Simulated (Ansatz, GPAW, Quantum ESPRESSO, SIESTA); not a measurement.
# One structure in several programs: Li₃In (I4/mmm, 4 atoms in the cell)

Self-consistent single point.

```
CELL_PARAMETERS angstrom
     -2.08073     2.08073     4.22808
      2.08073    -2.08073     4.22808
      2.08073     2.08073    -4.22808
ATOMIC_POSITIONS crystal
  Li 0.75000 0.25000 0.50000
  Li 0.25000 0.75000 0.50000
  Li 0.50000 0.50000 0.00000
  In 0.00000 0.00000 0.00000
```

Shared settings, as Ansatz (an electronic-structure program) writes them: kpoints.mp_grid.grid = 5 5 5; scf.occupations.method = gaussian; scf.occupations.width = 0.2 eV. Potentials and cutoffs stand in the table.

| code | model | pressure (GPa) | cutoff |
|---|---|---|---|
| GPAW | LDA (Perdew-Wang 92), GPAW PAW datasets LDA (gpaw-data 1.0.1) | -1.93 | 600 eV |
| Ansatz | LDA (PW92), PAW files made with PBE | -2.06 | default |
| SIESTA | LDA PW92, numerical atomic orbitals TZP, PseudoDojo LDA standard norm-conserving potentials (rewritten from UPF to PSML) | -1.97 | grid 350 Ry |
| Quantum ESPRESSO | LDA (PZ), GBRV 1.5 ultrasoft (LDA) pseudopotentials | -2.47 | 40 Ry |

The spread over the programs that give each value: pressure within 0.54 GPa.

SIESTA uses small atom-centred bases, whose incompleteness enters pressures, forces and empty levels differently from a plane-wave cutoff. Ansatz's pressure is given at a fixed set of plane waves, as the other plane-wave codes print theirs. The same LDA comes in different parametrisations, which differ slightly.

On the base mesh (11 11 11) the same programs gave: Ansatz pressure -2.02 GPa; Quantum ESPRESSO pressure -2.43 GPa; GPAW pressure -1.89 GPa; SIESTA pressure -1.94 GPa.

The starting cell comes from a database of computed structures (which also holds hypothetical and non-ambient phases and stackings), without a prior relaxation at this level.

Left out of this page: ABINIT (with a known weakness of the program); Elk and FLEUR (not drawn, or without a comparable value).

Keys are those of Ansatz 0.2.
